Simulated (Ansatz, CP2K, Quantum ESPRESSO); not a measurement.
## Hf₂SbP (P1, 8 atoms in the cell) computed with different codes at matched settings

Self-consistent single point, at a second geometry (atoms moved at random). First geometry:

```yaml
crystal:
  lattice:
    - [3.83966, 0.00000, 0.00000]
    - [-1.91983, 3.32524, 0.00000]
    - [0.00000, 0.00000, 13.21089]
  atoms:
    - { symbol: Hf, position: [0.66667, 0.33333, 0.89774] }
    - { symbol: Hf, position: [0.33333, 0.66667, 0.10226] }
    - { symbol: Hf, position: [0.33333, 0.66667, 0.39774] }
    - { symbol: Hf, position: [0.66667, 0.33333, 0.60226] }
    - { symbol: Sb, position: [0.33333, 0.66667, 0.75000] }
    - { symbol: Sb, position: [0.66667, 0.33333, 0.25000] }
    - { symbol: P, position: [0.00000, 0.00000, 0.00000] }
    - { symbol: P, position: [0.00000, 0.00000, 0.50000] }
```

Second geometry:
```
CELL_PARAMETERS angstrom
      3.83966     0.00000     0.00000
     -1.91983     3.32524     0.00000
      0.00000     0.00000    13.21089
ATOMIC_POSITIONS crystal
  Hf 0.65983 0.33019 0.89804
  Hf 0.34313 0.68056 0.10049
  Hf 0.32068 0.66237 0.40029
  Hf 0.67295 0.34404 0.60003
  Sb 0.33498 0.65945 0.75202
  Sb 0.65591 0.31618 0.24711
  P  0.99264 0.00161 0.00519
  P  0.01988 0.00560 0.49682
```

Shared settings, as Ansatz (a quantum-chemistry and plane-wave program) writes them: kpoints.mp_grid.grid = 5 5 2; scf.occupations.method = fermi_dirac; scf.occupations.width = 0.1 eV. Potentials and cutoffs stand in the table.

```tsv
code	model	ΔF from the first geometry (meV/atom)	pressure (GPa)	largest force (eV/Å)	cutoff
Ansatz	LDA (PW92), PAW files made with PBE	19.1	-8.41	1.245	default
CP2K	LDA (Pade form), GPW, DZVP-MOLOPT-SR-GTH basis, GTH-PADE potentials (GTH_POTENTIALS)	19.6	-14.61	1.227	grid 500 Ry
Quantum ESPRESSO	LDA (PZ), GBRV 1.5 ultrasoft (LDA) pseudopotentials	19.4	-8.56	1.260	40 Ry
```

Size of the force on each atom (eV/Å): Sizes of forces hide their directions.

```
code                Hf1    Hf2    Hf3    Hf4    Sb5    Sb6     P7     P8
----------------  -----  -----  -----  -----  -----  -----  -----  -----
Ansatz            0.449  0.751  0.983  0.460  0.386  0.613  1.006  1.245
CP2K              0.408  0.769  0.986  0.465  0.397  0.640  1.025  1.227
Quantum ESPRESSO  0.441  0.765  1.001  0.466  0.389  0.618  1.019  1.260
```

On Ansatz's run: spin-orbit coupling is off.

The spread over the programs that give each value: ΔF from the first geometry within 0.5 meV/atom; pressure within 6.20 GPa; largest force within 0.033 eV/Å.

CP2K uses small atom-centred bases, whose incompleteness enters pressures, forces and empty levels differently from a plane-wave cutoff. Ansatz's pressure is given at a fixed set of plane waves, as the other plane-wave codes print theirs; with its correction for the finite basis it is -8.38 GPa. The same LDA comes in different parametrisations, which differ slightly. In the pressure, CP2K (by 6.13) lies more than 1 GPa from the median of the plane-wave programs.

The starting cell comes from a database of computed structures (which also holds hypothetical and non-ambient phases and stackings), without a prior relaxation at this level. Its lattice was rescaled by a random factor within 2.5 % of one. For this run, on top of that: atoms moved at random.

Keys are those of Ansatz 0.2.
